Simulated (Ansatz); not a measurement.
Base system: AgCl in the rock salt structure (space group Fm-3m, No. 225; a = 5.447 Å). Axes: x, y, z lie along the cube axes.

Computed with PBEsol (Ansatz, a quantum-chemistry and plane-wave program; PAW; 420 eV plane waves; spin-orbit coupling left out).

Strains are applied to the cell and any free atomic positions relax; under biaxial strain the out-of-plane vector relaxes too; under stress the whole cell relaxes.

One change was made to it. Results:

```tsv
quantity	base	after
valley order (the lowest conduction-band minima on the path, energy above the VBM, named in the base's zone)	Γ 0.72 eV; X along ⟨100⟩ 2.13 eV	Γ 0.52 eV; X along [001] 1.81 eV; X along [100] 1.94 eV
volume per atom	20.21 Å³	20.26 Å³
smallest direct gap	3.03 eV	3.15 eV
```

Problem. What was done to the base?
A) uniaxial stress, 5 GPa compression along z
B) isotropic strain +0.80 %
C) biaxial strain +1.49 %, plane normal [001], relaxed out of plane

Solution. A, uniaxial stress, 5 GPa compression along z. For comparison, the valley order in the other runs: isotropic strain +0.80 % gives Γ 0.73 eV; X along ⟨100⟩ 2.18 eV; biaxial strain +1.49 %, plane normal [001], relaxed out of plane gives Γ 0.63 eV; X along [001] 2.03 eV; X along [100] 2.07 eV.

Beyond what the load breaks, stability against distortions was not tested.
